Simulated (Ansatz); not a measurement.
Pair distribution function (Mo-Te) of MoTe2 (2H layers), cell Te48Mo24, started from the crystal [in the run: it stayed crystalline; mean temperature 953 K (target 1010 K); density 7.78 g/cm³; mean pressure 0.6 GPa against a target of 0; under uneven stress (diagonal components 1.8 GPa apart); cell edges -1, +0, +1 % from the start crystal's; Γ point only, which a denser mesh shifts by -0.2 GPa in pressure and 0.09 eV/Å in forces], from MD at 953 K. The numbers are results of PBE + D3(BJ), large-core Te (plane waves, PAW; Ansatz, a first-principles code), not measurements. Volume per atom 24.97 Å³, mean pressure 0.6 GPa. 

```
r (Å) | g(r)
     1.74 |  0.00
     1.78 |  0.00
     1.82 |  0.00
     1.86 |  0.00
     1.90 |  0.00
     1.94 |  0.00
     1.98 |  0.00
     2.02 |  0.00
     2.06 |  0.00
     2.10 |  0.00
     2.14 |  0.00
     2.18 |  0.00
     2.22 |  0.00
     2.26 |  0.00
     2.30 |  0.00
     2.34 |  0.00
     2.38 |  0.00
     2.42 |  0.03
     2.46 | # 0.16
     2.50 | ## 0.64
     2.54 | ##### 1.48
     2.58 | ########### 3.25
     2.62 | ################### 5.71
     2.66 | ########################## 7.84
     2.70 | ############################## 8.94
     2.74 | ############################# 8.67
     2.78 | ########################## 7.65
     2.82 | ################### 5.80
     2.86 | ############# 3.94
     2.90 | ######## 2.51
     2.94 | ##### 1.47
     2.98 | ### 0.80
     3.02 | # 0.38
     3.06 | # 0.17
     3.10 |  0.10
     3.14 |  0.06
     3.18 |  0.03
     3.22 |  0.01
     3.26 |  0.00
     3.30 |  0.01
     3.34 |  0.00
     3.38 |  0.00
     3.42 |  0.00
     3.46 |  0.00
     3.50 |  0.00
     3.54 |  0.00
     3.58 |  0.00
     3.62 |  0.00
     3.66 |  0.00
     3.70 |  0.00
     3.74 |  0.00
     3.78 |  0.00
     3.82 |  0.01
     3.86 |  0.01
     3.90 |  0.04
     3.94 |  0.05
     3.98 |  0.12
     4.02 | # 0.17
     4.06 | # 0.21
     4.10 | # 0.36
     4.14 | ## 0.52
     4.18 | ## 0.69
     4.22 | ### 0.98
     4.26 | #### 1.24
     4.30 | ##### 1.50
     4.34 | ###### 1.71
     4.38 | ###### 1.93
     4.42 | ###### 1.90
     4.46 | ####### 2.01
     4.50 | ###### 1.83
     4.54 | ###### 1.73
     4.58 | ##### 1.57
     4.62 | #### 1.29
     4.66 | ### 0.94
     4.70 | ## 0.70
     4.74 | ## 0.51
     4.78 | # 0.33
     4.82 | # 0.22
     4.86 | # 0.19
     4.90 | # 0.15
     4.94 | # 0.18
     4.98 | # 0.21
     5.02 | # 0.27
     5.06 | # 0.37
     5.10 | # 0.42
     5.14 | ## 0.52
     5.18 | ## 0.58
```

Task: From these data, give where the first shell ends and the number of neighbours in it.

Result: g is nil from 3.3 to 3.8 Å, so any cut there serves; 6.0 Te round each Mo and 3.0 Mo round each Te in the shell, from n = 4πρ∫r²g(r)dr.
